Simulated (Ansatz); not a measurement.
Relaxation of the outer planes of the (110) surface of rutile TiO2 in its 1x1 cell (cut with top plane O, bottom plane O), outermost plane spacing 1.28 Å in the ideal cut.

All values below come from PBE (plane waves to 420 eV, PAW; Ansatz, an electronic-structure program).

Set-up: 24 atoms, O16Ti8, 12.4 Å thick at the start; mesh 9x4x1; 0.025 eV smearing; dipole correction on; all atoms relaxed; start symmetry kept, larger cells not searched; no spin, no spin-orbit, no U.

```csv
plane,atoms,bulk spacing to the next (Å),relaxed spacing (Å),change (%),rumpling (Å)
1,O,1.280,1.256,-1.9,0.00
2,2 Ti + 2 O,1.280,1.323,3.4,0.50 (Ti outermost)
```
